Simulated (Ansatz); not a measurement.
Take CdSe in the wurtzite structure (space group P6_3mc, No. 186) as the base.

```
CELL_PARAMETERS angstrom
      4.30194     0.00000     0.00000
     -2.15097     3.72559     0.00000
      0.00000     0.00000     7.02103
ATOMIC_POSITIONS crystal
  Cd 0.33333 0.66667 0.00013
  Cd 0.66667 0.33333 0.50013
  Se 0.33333 0.66667 0.37587
  Se 0.66667 0.33333 0.87587
```

The values are results of PBEsol (Ansatz, a first-principles code), spin-orbit coupling left out, not measurements.

For the base:

```
Item                                  Value
---------------------  --------------------
Valence-band top at Γ  0.00, 0.00, -0.05 eV
Pressure                           0.00 GPa
Band gap                            0.54 eV
```

Now apply this change: every lattice vector is shortened by 1.80 %, atoms relaxed at fixed cell.

Estimate the effect on the energy relative to the base, valence-band top at Γ, pressure and band gap.

The energy rises by 14 meV/atom; the valence-band top at Γ (three highest levels, from the VBM) goes from 0.00, 0.00, -0.05 eV to 0.00, 0.00, -0.06 eV; the pressure (mean of the normal stresses, compression positive) goes from zero to 3.21 GPa; the band gap grows by 0.11 eV, from 0.54 eV to 0.65 eV.

The cells carry an imposed strain or load. Stability against distortions was not tested.
